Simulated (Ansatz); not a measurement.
TiC: transverse stress against strain

TiC (rock salt, Fm-3m, 9.670 Å³/atom at rest, cube axes along x, y and z) under a strain ε along a cube axis (axis z), the other axes held. LDA in Ansatz, a plane-wave DFT program (PAW, default set), 420 eV, 23×23×23 Γ-centred mesh, Fermi-Dirac smearing 0.10 eV; ions are relaxed within the symmetry of each cell. Stress is positive for a compressed cell.

Here s stands for strain and y for stress xx.

```csv
strain (%),stress xx (GPa)
-1.50,1.99
-1.00,1.32
-0.50,0.65
0.00,0.00
0.50,-0.64
1.00,-1.26
1.50,-1.88
3.00,?
```

Fit y of the 7 rows that show it with a straight line. Means: s 0, y 0.026. About the means, the sum of products is -9.0300 and the sum of squares of s is 7.0000; the slope is their ratio. Least squares gives y = 0.026 - 1.2900·s. Residuals (row less fit): 0.029, 0.004, -0.021, -0.026, -0.021, 0.004, 0.029; standard error 0.026 (degrees of freedom: 5). The slope gives the elastic constant C12 = 129 ± 1.0 GPa.

Question: Predict the withheld y at s = 3.00 from the fit, and compare with the calculation.

Answer: y = 0.026 - 1.2900 × 3.0 = -3.844 GPa. The calculation gives -3.65 GPa, 0.194 GPa above the prediction (3.4 % of the range of y in the table). The row lies outside the fitted rows, so this is an extrapolation. From the scatter of the fitted rows alone, a prediction at this place has a standard error of 0.040 GPa, so the miss is 4.8 times that.

One order more, fitted to all 13 runs of the series, follows each within 0.01, so the miss is the next term of a smooth law. In a metal these values are sensitive to mesh and smearing; energies are taken to zero smearing, stresses follow the free energy. Rows are the converged runs of the series near zero and its far end; series whose fitted rows scatter by over a few per cent of the range, as at a crossing or softening among them, aren't shown in this form. Most that stay on the fit to the last digits aren't either.
